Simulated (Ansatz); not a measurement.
```
BN
1.0
    0.00000     1.83503     1.83503
    1.83503     0.00000     1.83503
    1.83503     1.83503     0.00000
B N
1 1
Direct
  0.00000   0.00000   0.00000
  0.25000   0.25000   0.25000
```

No spin polarisation.

Computed with DFT with LDA, PAW potentials and a 420 eV plane-wave cutoff in Ansatz (a quantum-chemistry and plane-wave program), no spin-orbit coupling. k-mesh 16×16×16 (Γ-centred); smearing 0.05 eV (Fermi–Dirac).

Q: Estimate the electron mass.

A: 0.93 mₑ along k, 0.30 mₑ across (at X).

Q: What pressure does the calculation give?

A: -26.01 GPa.

Q: What is the computed band gap?

A: 4.30 eV.

The cells carry an imposed strain or load. Masses are band curvatures over ±0.01 Å⁻¹ around the edge. Along k means along the line from Γ to the band edge. Whether these cells are dynamically stable was not tested. The cell was made from BN in the zinc blende structure (space group F-43m, No. 216) by this change: isotropic strain +2.50 %.
